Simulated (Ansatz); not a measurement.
Cell and atoms of amorphous Zr₂₀O₃₉F₂:

```xyz
61
Lattice="9.2287 0.0000 0.0000 0.0000 9.2287 0.0000 0.0000 0.0000 9.2287" Properties=species:S:1:pos:R:3 pbc="T T T"
Zr     8.9469     7.9891     5.4783
Zr     5.9599     7.2865     2.8295
Zr     5.9104     3.6802     7.7001
Zr     1.4824     8.1425     8.3768
Zr     5.9497     1.5234     0.9659
Zr     5.8624     6.4840     5.8888
Zr     2.1321     0.9050     2.3279
Zr     9.1858     1.9653     6.5159
Zr     3.7114     5.3373     0.9173
Zr     8.9811     3.0637     0.8202
Zr     2.8297     0.6307     5.7214
Zr     8.0303     1.0537     3.3101
Zr     1.2698     4.0815     3.7091
Zr     0.5103     6.8763     2.0243
Zr     2.7286     6.9167     4.4245
Zr     1.3258     4.9683     7.0252
Zr     6.0229     0.4583     6.7715
Zr     2.9654     2.1618     8.6827
Zr     4.8215     3.2201     4.0665
Zr     6.9821     7.2672     8.9129
O      6.2472     9.1047     8.8769
O      1.8874     8.2541     1.2284
O      7.2129     2.2526     6.9899
O      2.9895     0.2236     7.8409
O      3.8322     1.4129     1.3560
O      7.1581     7.8539     6.8900
O      7.9693     1.3216     1.2261
O      0.1180     0.0495     7.3208
O      5.5628     4.3510     5.6678
O      4.6829     6.4083     4.0904
O      2.5239     5.0107     5.3237
O      2.8148     2.6027     3.7404
O      0.8286     0.8248     4.9670
O      1.2810     1.4739     0.4255
O      1.9351     7.8834     6.0521
O      0.0122     6.3296     6.7494
O      6.2224     5.7120     7.8397
O      0.1570     3.6652     5.2902
O      7.2024     6.9597     4.4708
O      0.2315     3.5587     8.1056
O      9.0087     8.5613     3.0315
O      0.4505     2.2956     2.7782
O      5.1629     6.8048     0.9611
O      5.0352     1.8554     8.2366
O      6.8796     3.3821     0.2964
O      2.1229     2.3765     6.7903
O      4.6892     1.5598     5.4919
O      4.6919     8.1531     6.0923
O      4.5846     4.2691     2.3039
O      2.4060     5.9348     2.4904
O      6.3569     2.3838     3.1336
O      0.0845     4.7170     2.0516
O      7.5435     0.5044     5.2395
O      8.9307     7.3717     0.1257
O      3.9783     4.0867     8.4880
O      0.6856     6.5180     4.1146
O      2.9966     8.8888     3.7631
O      2.2044     6.1607     8.5092
O      6.2177     9.1585     2.5004
F      2.1672     3.7230     0.9298
F      7.4862     6.3881     1.7873
```

All values below come from PBE, scalar-relativistic without spin-orbit coupling (plane waves to 420 eV, PAW; Ansatz, a quantum-chemistry and plane-wave program).

Preparation: random packing, a CHGNet melt and quench, and a DFT relaxation. O and F atoms were pushed apart under 1.9 Å during the dynamics, to hinder bonds among them. The hot cell started wider than the set density and was brought back towards it in steps. It is the lowest in DFT energy of 2 quenches. It is a model cell: composition and starting density were chosen by hand, and all elements were melted together. No dispersion term was used. Its density started from a set value of 5.25 and ended at 5.25 g/cm³. Cooling (nominally 450 K/ps over its main leg) ran many orders faster than in experiment, which tends to leave more defects and strain. A cell of this size samples the disorder only roughly. The volume was held where the preparation left it, at a PBE pressure of 0.5 GPa. Stress components on the final sampling reach 1.7 GPa. Cycles of charging lowered its energy after that relaxation.

Cut-offs for bonds: Zr-Zr 3.41 Å, Zr-O 2.98 Å, Zr-F 2.55 Å, O-O 1.58 Å, O-F 1.48 Å, F-F 1.37 Å. Two cations that share two anions don't count as bonded, nor two that share one unless they lie closer than Zr-Zr 3.32 Å.

Task: Give the coordination numbers, mean bond lengths and angles.

Result: 
| Property | Value |
|---|---|
| Mean coordination of Zr by anions | 6.80 (2 with 5, 5 with 6, 9 with 7, 3 with 8, 1 with 9) |
| Mean coordination of O | 3.33 (1 with 2, 25 with 3, 12 with 4, 1 with 5) |
| Mean coordination of F | 3.00 (2 with 3) |
| Mean Zr-O bond | 2.196 Å (spread 0.201 Å, 130 counted) |
| Mean Zr-F bond | 2.290 Å (spread 0.134 Å, 6 counted) |
| Bond angle at Zr | mean 101.3°, spread 30.0° |
| Bond angle at O | mean 112.0°, spread 19.3° |
| Bond angle at F | mean 112.7°, spread 18.7° |

Task: List the pairs of like atoms that count as bonded by the rules above.

Result: There are none by these rules.
